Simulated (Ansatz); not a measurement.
Structure of amorphous Al32O24N16 (periodic cell):

```xyz
72
Lattice="9.6587 0.0073 -0.0524 0.0073 9.3976 -0.0116 -0.0524 -0.0116 9.5363" Properties=species:S:1:pos:R:3 pbc="T T T"
Al     0.2741     2.5966     0.7547
Al     9.3028     9.3463     0.7005
Al     5.5833     0.0969     1.5637
Al     2.2325     6.4196     5.3165
Al     6.6493     7.3024     9.2878
Al     1.0755     9.3119     8.0107
Al     2.3656     4.3286     2.4251
Al     6.2173     2.0910     9.2986
Al     8.6910     4.9722     2.2564
Al     7.6426     7.5100     2.4780
Al     5.3271     7.5007     6.2002
Al     9.6218     4.7410     6.5122
Al     9.4041     6.3568     9.2254
Al     2.2135     4.6024     9.1914
Al     7.5625     1.9283     2.8308
Al     6.8229     2.9783     5.9573
Al     9.1872     8.0847     5.4627
Al     2.6302     8.1840     0.5361
Al     4.4641     9.2136     7.8175
Al     5.8031     3.7368     1.8052
Al     2.6369     9.0462     3.0637
Al     0.6815     7.0843     2.8039
Al     4.0369     1.3999     5.2327
Al     7.5139     4.2739     8.5388
Al     1.4184     1.5236     5.5519
Al     6.6630     9.3326     4.8870
Al     9.0387     1.7365     7.3444
Al     3.7904     6.3298     8.1111
Al     7.2649     6.0232     5.1937
Al     3.5179     3.6085     6.5216
Al     4.3740     6.5543     1.6735
Al     4.5716     4.6633     4.4125
O      6.1283     6.7118     1.3566
O      2.2303     7.3742     3.7922
O      2.7676     9.0395     8.4890
O      9.0465     1.4450     1.9122
O      0.8595     5.1255     3.0513
O      5.4414     6.0408     5.1231
O      5.1822     0.7070     9.1257
O      9.2296     8.1719     3.6730
O      7.3661     1.6203     4.6838
O      7.4968     8.7571     0.6415
O      2.8817     1.9360     6.5933
O      0.6384     5.1231     8.2487
O      7.7348     6.0241     3.5155
O      3.3455     7.1114     6.4849
O      0.4894     6.3930     5.8242
O      0.3709     2.9323     6.2925
O      7.7442     6.0907     8.6096
O      0.3094     8.0049     8.9315
O      1.3160     8.7173     1.7147
O      8.7521     3.9772     0.4984
O      2.8595     4.7229     5.0886
O      6.5739     8.9105     3.1091
O      6.0740     3.9170     0.0163
O      7.4223     3.7352     2.7640
N      9.0813     6.6439     1.4583
N      5.0064     3.1063     5.3806
N      2.9691     6.3669     0.3470
N      4.2910     4.7774     2.5683
N      1.8947     3.4071     0.9807
N      7.3525     7.8232     5.7645
N      0.1818     1.2339     9.0020
N      5.0403     0.0005     5.9379
N      3.5369     4.5530     7.9732
N      0.2880     0.2265     6.3625
N      7.3346     2.4122     7.7591
N      7.7778     4.6057     6.2753
N      2.5612     1.1119     4.1339
N      6.0500     1.8686     1.7162
N      5.2626     7.4868     8.0966
N      4.0001     8.4990     1.8436
```

Method: PBE, scalar-relativistic without spin-orbit coupling (plane waves to 420 eV, PAW; Ansatz, an electronic-structure program).

The cell was made by melting and quenching with the CHGNet potential and then relaxed with DFT. O and N atoms were pushed apart under 1.9 Å during the dynamics, to hinder bonds among them. The hot cell started wider than the set density and was brought back towards it in steps. It is the lowest in DFT energy of 2 quenches. It is a model cell: composition and starting density were chosen by hand, and all elements were melted together. No dispersion term was used. Its density started from a set value of 2.82 and ended at 2.82 g/cm³. Cooling (nominally 590 K/ps over its main leg) ran many orders faster than in experiment, which tends to leave more defects and strain. A cell of this size samples the disorder only roughly. The volume was held where the preparation left it and the shape relaxed, at a PBE pressure of -2.8 GPa (tension). Stress components on the final sampling reach 2.9 GPa.

Cut-offs for bonds: Al-Al 2.66 Å, Al-O 2.36 Å, Al-N 2.44 Å, O-O 1.58 Å, O-N 1.64 Å, N-N 1.70 Å. Two cations that share two anions don't count as bonded, nor two that share one unless they lie closer than Al-Al 2.59 Å.

Problem. Give the coordination numbers, mean bond lengths and angles.

Solution. 
```json
{
  "Mean coordination of Al by anions": "4.22 (1 with 3, 24 with 4, 6 with 5, 1 with 6)",
  "Mean coordination of O": "3.08 (22 with 3, 2 with 4)",
  "Mean coordination of N": "3.81 (3 with 3, 13 with 4)",
  "Mean Al-O bond": "1.879 Å (spread 0.103 Å, 74 counted)",
  "Mean Al-N bond": "1.909 Å (spread 0.084 Å, 61 counted)",
  "Bond angle at Al": "mean 108.2°, spread 19.8°",
  "Bond angle at O": "mean 114.0°, spread 18.2°",
  "Bond angle at N": "mean 109.4°, spread 20.0°"
}
```

Problem. Which atoms depart from the most common coordination of their element?

Solution. Al2 has 5 (O42 1.90 Å, O36 1.93 Å, N63 1.93 Å, O51 2.03 Å, O50 2.03 Å); Al3 has 5 (N70 1.84 Å, N72 1.90 Å, O54 1.93 Å, O39 2.10 Å, O42 2.24 Å); Al7 has 3 (N61 1.78 Å, O37 1.82 Å, N60 1.98 Å); Al9 has 5 (O56 1.84 Å, N57 1.89 Å, O45 1.90 Å, O37 1.98 Å, O52 2.02 Å); Al10 has 6 (O45 1.81 Å, O54 1.87 Å, N57 1.96 Å, O33 2.05 Å, O40 2.09 Å, O42 2.22 Å); Al11 has 5 (O38 1.82 Å, N71 1.90 Å, N64 1.94 Å, O46 2.04 Å, N62 2.10 Å); Al22 has 5 (O40 1.80 Å, N57 1.86 Å, O34 1.86 Å, O37 1.98 Å, O51 2.06 Å); Al24 has 5 (O49 1.83 Å, O55 1.84 Å, O52 1.93 Å, N67 2.03 Å, N68 2.30 Å); O42 has 4 (Al5 1.87 Å, Al2 1.90 Å, Al10 2.22 Å, Al3 2.24 Å); O51 has 4 (Al18 1.84 Å, Al21 1.92 Å, Al2 2.03 Å, Al22 2.06 Å); N61 has 3 (Al7 1.78 Å, Al1 1.83 Å, Al14 1.83 Å); N65 has 3 (Al30 1.73 Å, Al14 1.80 Å, Al28 1.80 Å); N69 has 3 (Al21 1.81 Å, Al23 1.86 Å, Al25 1.87 Å).

Problem. List the pairs of like atoms that count as bonded by the rules above.

Solution. There are none by these rules.
